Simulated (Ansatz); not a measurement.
The reference is SnO2 in the rutile structure (space group P4_2/mnm, No. 136).

```
SnO2
1.0
    4.72236     0.00000     0.00000
    0.00000     4.72236     0.00000
    0.00000     0.00000     3.19034
Sn O
2 4
Cartesian
  0.00000   0.00000   0.00000
  2.36118   2.36118   1.59517
  1.44536   1.44536   0.00000
  3.80654   0.91582   1.59517
  0.91582   3.80654   1.59517
  3.27700   3.27700   0.00000
```

Cartesian axes are those of the cell as printed.

All numbers come from plane-wave PAW DFT at the LDA level (Ansatz, an electronic-structure program, 420 eV), without spin-orbit coupling.

It is then changed as follows: uniaxial strain ε_zz = −0.60 %, all other strain components held at zero, atoms relaxed at fixed cell.

Q: Predict the stress tensor and what it implies for the stiffness.

A: Stress of the strained cell less that of the base (GPa, compression positive):
```
   0.95    0.00    0.00
   0.00    0.95    0.00
   0.00    0.00    2.63
```

Then −Δσ_ii/ε with ε = -0.0060 gives relaxed-ion elastic constants: C33 ≈ 439 GPa, C13 ≈ 158 GPa and C23 ≈ 158 GPa.

Whether these cells are dynamically stable was not tested.
